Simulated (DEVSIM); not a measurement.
Structure: abrupt GaAs n-p junction, at 400 K.

Layer 1 from the left is GaAs, thickness (μm) 11.0, Nd (cm⁻³) 6.1e16, τn (s) 5.3e-10, τp (s) 5.3e-10. Layer 2 from the left is GaAs, thickness (μm) 110, Na (cm⁻³) 1.2e14, τn (s) 5.3e-10, τp (s) 5.3e-10.

Left contact: ohmic. Right contact: ohmic. Voltage is applied to the left contact. Recombination: SRH at mid-gap, Auger. Mobility is μmin + (μ − μmin)/(1 + (N/Nref)^α).

Constants are typed, rounded textbook-type inputs, not results; the design itself was drawn at random and stands for no fabricated device. Values at 300 K; Nc and Nv go as T^1.5, mobilities as T to minus their exponent, the gap by Varshni's rule with the affinity fixed.

GaAs: gap (eV) 1.424, affinity (eV) 4.07, permittivity 12.9, Nc (cm⁻³) 4.7e17, Nv (cm⁻³) 9e18, μn (cm²/Vs) 8500, μp (cm²/Vs) 400, μn,min 500, μp,min 20, Nref,n 6e16, Nref,p 1.5e17, αn 0.39, αp 0.38, T exponent of μn 2.1, T exponent of μp 2.2, Cn (cm⁶/s) 1e-30, Cp (cm⁶/s) 1e-30, Varshni α (eV/K) 0.000541, Varshni β (K) 204.

Estimate by hand the built-in potential, the peak field at zero bias, the capacitance at 3 V, and compare with a numerical solution.


- Built-in potential: ni = √(Nc Nv) exp(−Eg/2kT) = 6.67e9 cm⁻³ with Eg = 1.377 eV; Vbi = kT/q ln(Na Nd/ni²) = 0.890 V; numerical 0.890 V.
- Peak field at zero bias: depletion approximation: W = √(2εVbi/(qN)) = 3.26 μm with N = 1.20e14 cm⁻³; field = 2Vbi/W = 5470 V/cm; numerical 15300 V/cm (estimate below by 64 %).
- Capacitance at 3 V: C = √(qεN / 2(Vbi + |V|)) = 1.68 nF/cm²; numerical 1.70 nF/cm² (estimate below by 1.5 %).

Simulated with DEVSIM: 1D drift-diffusion, Boltzmann statistics, complete ionisation; no tunnelling, impact ionisation, image-force lowering or self-heating.
